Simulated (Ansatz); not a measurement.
Worked example: self-consistent single point of Sb₂Pt (Pa-3, 12 atoms in the cell) in Ansatz (a quantum-chemistry and plane-wave program).

Method: PBE, PAW files (plane waves; Ansatz).

```
CELL_PARAMETERS angstrom
      6.56477     0.00000     0.00000
      0.00000     6.56477     0.00000
      0.00000     0.00000     6.56477
ATOMIC_POSITIONS crystal
  Sb 0.37525 0.12475 0.87525
  Sb 0.62475 0.87525 0.12475
  Sb 0.12475 0.87525 0.37525
  Sb 0.87525 0.12475 0.62475
  Sb 0.87525 0.37525 0.12475
  Sb 0.12475 0.62475 0.87525
  Sb 0.62475 0.62475 0.62475
  Sb 0.37525 0.37525 0.37525
  Pt 0.00000 0.50000 0.50000
  Pt 0.50000 0.50000 0.00000
  Pt 0.50000 0.00000 0.50000
  Pt 0.00000 0.00000 0.00000
```

Reference input (self-consistent single point, DFT, PBE, plane waves, PAW files): basis.ecutwfc = 420 eV; kpoints.mp_grid.grid = 5 5 5; hamiltonian.xc = pbe; hamiltonian.pseudopotentials = {kind: paw} (the program's default PAW files); scf.occupations.method = cold; scf.occupations.width = 0.136 eV. This run's input differs from it in these lines:

Ansatz 0.2 input:
```diff
@@ -20,3 +20,3 @@
 basis:
-  ecutwfc: 420.0
+  ecutwfc: 250.0
 kpoints:
```

Output, abridged:

```
SCF iter   1: F=—  HF=-101977.955901 eV  |F-HF|=—  |Δ(HF+E_count)|=         —  Δρ=9.24e-2  dr2=3.32e1  ethr=3.10e-3  ⟨swp⟩=6.0  Hψ=4616  notcnv=0  defer=11
all-band conjugate gradients solve this SCF's bands
preconditioner: auto → Resta (q_TF=auto, 2.558 Å⁻¹)
SCF iter   2: F=—  HF=-101972.795089 eV  |F-HF|=—  |Δ(HF+E_count)|=    4.92e0  S|Δr|=   4.26e-1  Δρ=4.22e-2  dr2=7.33e0  ethr=3.10e-3  ⟨swp⟩=2.0  Hψ=2569  notcnv=0  defer=131
   [... lines left out ...]
SCF iter   6: F=—  HF=-101971.829014 eV  |F-HF|=—  |Δ(HF+E_count)|=   2.37e-4  S|Δr|=    0.00e0  Δρ=4.16e-5  dr2=7.06e-6  ethr=5.15e-8  ⟨swp⟩=2.0  Hψ=1595  notcnv=0  defer=122
SCF iter   7: F=—  HF=-101971.829016 eV  |F-HF|=—  |Δ(HF+E_count)|=   1.56e-6  S|Δr|=    0.00e0  Δρ=1.27e-5  dr2=6.49e-7  ethr=3.68e-9  ⟨swp⟩=2.0  Hψ=2028  notcnv=0  defer=122
SCF iter   8: F=-101971.829016 eV  HF=-101971.829016 eV  |F-HF|=1.67e-9  |Δ(HF+E_count)|=   7.68e-8  S|Δr|=    0.00e0  Δρ=2.94e-6  dr2=3.00e-8  ethr=5.21e-11  ⟨swp⟩=10.5  Hψ=5740  notcnv=0
SCF 1 converged in 8 iterations: F = -101971.829016 eV  dr2 = 3.00e-8
Stability not checked (fill_not_monotonic)
Free energy (F): -101971.829016 eV
Internal energy: -101971.829902 eV  (E = F + TS)
E sigma→0 (E₀):  -101971.829311 eV
Entropy (-TS):   0.000886 eV (0.074 meV/atom)
Fermi energy:    13.722960 eV
--- Forces (eV/Å), atoms counted from 1 ---
  atom   1  Sb    -0.03304267     0.03304267    -0.03304267
  atom   2  Sb     0.03304267    -0.03304267     0.03304267
  atom   3  Sb     0.03304267    -0.03304267    -0.03304267
  atom   4  Sb    -0.03304267     0.03304267     0.03304267
   [... lines left out ...]
  atom  12  Pt     0.00000000    -0.00000000    -0.00000000
--- Stress (GPa, compression-positive) ---
        0.762321      -0.000000       0.000000
       -0.000000       0.762321       0.000000
        0.000000       0.000000       0.762321
  P = ⅓ Tr σ = 0.7623 GPa (7.623 kbar)
  The stress holds the Pulay correction. Without it, at fixed plane waves, as pw.x and ABINIT print it: P = -37.9501 GPa
```

The run converged in 8 iterations. Against the reference run the free energy rises by 765 meV/atom, the pressure goes from -0.57 to 0.76 GPa and the largest force goes from 0.071 to 0.057 eV/Å.

The starting cell comes from a database of computed structures (which also holds hypothetical and non-ambient phases and stackings), without a prior relaxation at this level. Its lattice was rescaled by a random factor within 2.5 % of one. Spin polarisation is off. Ansatz's pressure includes its estimate of the finite-basis (Pulay) stress. Without the estimate this run gives -37.95 GPa. The cutoff lies below the one recommended for these files.
